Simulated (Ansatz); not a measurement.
Element substitutions in Cs2YAgCl6

Consider Cs₂YAgCl₆ (space group Fm-3m, No. 225; a = 10.572 Å; a cell from a computed database, its experimental status unchecked).

Each row replaces one element on all its sites; cell and atoms are relaxed.

All numbers come from Ansatz (a first-principles code) PBEsol, spin-orbit coupling left out.

```
change     density  shortest interatomic distance
------  ----------  -----------------------------
base    3.80 g/cm³                        2.606 Å
Y → Ba  3.67 g/cm³                        2.554 Å
Cs → H           ?                              ?
Y → Nb  4.14 g/cm³                        2.472 Å
```

Q: Complete the table.

A: 
- Cs → H, density: 2.62 g/cm³
- Cs → H, shortest interatomic distance: 2.488 Å

Other magnetic orders, which the real material may have, were not ruled out. Whether these cells are dynamically stable was not tested. As relaxed here, Cs2BaAgCl6, YAgH2Cl6 and Cs2NbAgCl6 are hypothetical phases, not in the database extracts checked. No Hubbard U is applied, and correlation can decide whether such a compound is a metal. Spin-polarised in the final run: YAgH2Cl6 and Cs2NbAgCl6; the other runs are not. An odd electron count without spin: Cs2BaAgCl6.
